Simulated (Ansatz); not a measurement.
Start from FePt (space group P4/mmm, No. 123; ferromagnetic).

```xyz
2
Lattice="2.7301 0.0000 0.0000 0.0000 2.7301 0.0000 0.0000 0.0000 3.7639" Properties=species:S:1:pos:R:3 pbc="T T T"
Fe     1.3650     1.3650     1.8819
Pt     0.0000     0.0000     0.0000
```

The values are results of Ansatz (an electronic-structure program), PBE, PAW, cutoff 420 eV, spin-orbit coupling left out, not measurements.

For the base:

| Property | Result |
|---|---|
| Volume per atom | 14.03 Å³ |
| c/a ratio | 1.379 |

Now apply this change: cell and atoms relaxed at a pressure of 4.2 GPa.

**Question.** What happens to the volume per atom and c/a ratio?

**Answer.** The volume per atom falls by 0.28 Å³ to 13.75 Å³; the c/a ratio remains 1.379.

Other magnetic orders, which the real material may have, were not ruled out. Load acts through the strain it causes; cell and atoms are relaxed under it. No phonon test of stability was made.
